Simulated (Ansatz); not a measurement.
**Several settings converged on Sb (Pm-3m, 1 atom in the cell)**

```
CELL_PARAMETERS angstrom
      3.07409     0.00000     0.00000
      0.00000     3.07409     0.00000
      0.00000     0.00000     3.07409
ATOMIC_POSITIONS crystal
  Sb 0.00000 0.00000 0.00000
```

Base method: PBEsol, default PAW files made with PBE (plane waves; Ansatz, an electronic-structure program).

Base settings: basis.ecutwfc = 420 eV; kpoints.mp_grid.grid = 11 11 11; hamiltonian.xc = pbesol; hamiltonian.pseudopotentials = {kind: paw} (the program's default PAW files); scf.occupations.method = gaussian; scf.occupations.width = 0.1 eV.

The count of work is k-points × plane waves × bands × iterations; it is no time. 

**The cutoff for other potential files**

Level: DFT, PBEsol, plane waves, harder PAW files (source: ansatz) made with PBE.

In this ladder: hamiltonian.pseudopotentials = {kind: paw, source: ansatz}.

The second cell is the first with its lattice scaled by 0.98.

The mesh stays at the base's, so the ladder's end is converged at best in this setting alone.

The first pressure column holds Ansatz's estimate of the finite-basis (Pulay) stress, which hides part of the cutoff error; the other is without it.

Only quantities that move along the ladder and can be compared are tabulated.

| basis.ecutwfc | free energy less the last step's (meV/atom) | energy of the compressed cell less the first (meV/atom) | pressure (GPa) | pressure without the Pulay estimate (GPa) | count of work / last |
|---|---|---|---|---|---|
| 205 eV | 39827.05 | 148.57 | 9.90 | -1120.98 | 0.11 |
| 255 eV | 6024.12 | 39.81 | -0.99 | -215.25 | 0.14 |
| 320 eV | 472.58 | 14.36 | -0.52 | -23.26 | 0.21 |
| 390 eV | 20.08 | 14.54 | -0.44 | -1.90 | 0.26 |
| 460 eV | 0.47 | 14.61 | -0.44 | -0.47 | 0.34 |
| 550 eV | 0.15 | 14.61 | -0.44 | -0.44 | 0.46 |
| 690 eV | 0.07 | 14.61 | -0.44 | -0.44 | 0.66 |
| 920 eV | 0.00 | 14.61 | -0.44 | -0.44 | 1.0 |

Coarsest basis.ecutwfc that holds the energy of the compressed cell less the first within 1 meV/atom of the last step, with all finer ones: 320 eV, at 0.21 of the last step's count of work; the step before is off by 25 meV/atom.

Coarsest basis.ecutwfc that holds the free energy within 5 meV/atom of the last step, with all finer ones: 460 eV, at 0.34 of the last step's count of work; the step before is off by 20 meV/atom.

Coarsest basis.ecutwfc that holds the pressure without the Pulay estimate within 0.2 GPa of the last step, with all finer ones: 460 eV, at 0.34 of the last step's count of work; the step before is off by 1.5 GPa.

The energy difference between the two cells stays within 1 meV/atom of the last step's from 320 eV on, the total only from 460 eV on: much of the error is common to both cells and cancels.

At the lowest cutoff the pressure without the Pulay estimate lies 1120 GPa under the last step's, the usual sign of Pulay stress in an incomplete plane-wave basis.

**The relaxed cell against the cutoff**

In this ladder: relax = cell and atoms.

The mesh stays at the base's, so the ladder's end is converged at best in this setting alone.

Only quantities that move along the ladder and can be compared are tabulated.

```csv
basis.ecutwfc,relaxed volume (Å³/atom),relaxation steps
210 eV,30.501,82
250 eV,29.008,10
295 eV,28.858,10
355 eV,28.834,4
420 eV,28.821,4
505 eV,28.821,4
630 eV,28.821,4
840 eV,28.821,4
```

Coarsest basis.ecutwfc that holds the relaxed volume within 0.058 Å³/atom of the last step, with all finer ones: 295 eV; the step before is off by 0.19 Å³/atom.

At the lowest cutoff the cell relaxes to a volume 5.8 % larger than at the highest. Ansatz relaxes on a stress corrected for the finite basis.

On the base run: the starting cell comes from a database of computed structures (which also holds hypothetical and non-ambient phases and stackings), without a prior relaxation at this level. Its lattice was rescaled by up to half a per cent.

Keys are those of Ansatz 0.2.
